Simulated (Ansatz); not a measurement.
Start from ZrN in the rock salt structure (space group Fm-3m, No. 225; a = 4.5947 Å).

(Cell as relaxed with PBE.)

Levels (all Ansatz, a program for electronic structure, PAW): PBE (420 eV, no spin-orbit coupling); PBEsol (420 eV, no spin-orbit coupling).

Each level relaxes its own structure.

```csv
quantity,PBE,PBEsol
volume per atom,12.13 Å³,…
lattice parameter a,4.595 Å,…
band gap,zero,…
```

**Question.** Predict the PBEsol column.

**Answer.** 
- volume per atom, PBEsol: 11.79 Å³
- lattice parameter a, PBEsol: 4.552 Å
- band gap, PBEsol: zero

PBE's volume per atom lies 0.333 Å³ above PBEsol's (2.8 %); PBE's lattice parameter a lies 0.0424 Å above PBEsol's (0.9 %); the two agree on the band gap. Neither level is exact; PBEsol is the comparison here, not a measurement.

Stability against distortions was not tested. The final runs are not spin-polarised. An odd electron count without spin: ZrN.
